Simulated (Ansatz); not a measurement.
In a free linear chain of Si atoms, spin-degenerate bands cross the Fermi level 3 times between Γ and the zone edge.

Calculation: PBE (plane waves to 420 eV, PAW; Ansatz, a first-principles code). Mesh 1×1×70. No spin polarisation, so a magnetic state wasn't tested. It repeats along c; a and b span vacuum. A hypothetical model. Only distortions within the start's symmetry and period were free.

### Question
What are the conductance and the two-terminal resistance of a perfect, endless piece?

### Answer
Each crossing on the half of the zone with k > 0 has a partner at −k, so it gives one mode in each direction. Counting spin there are 6 modes, each carrying e²/h = 38.74 μS. G = 6 × 38.74 = 232.4 μS and R = 1/G = 4.30 kΩ, whatever the length. Scattering by phonons, roughness and contacts can only raise R.
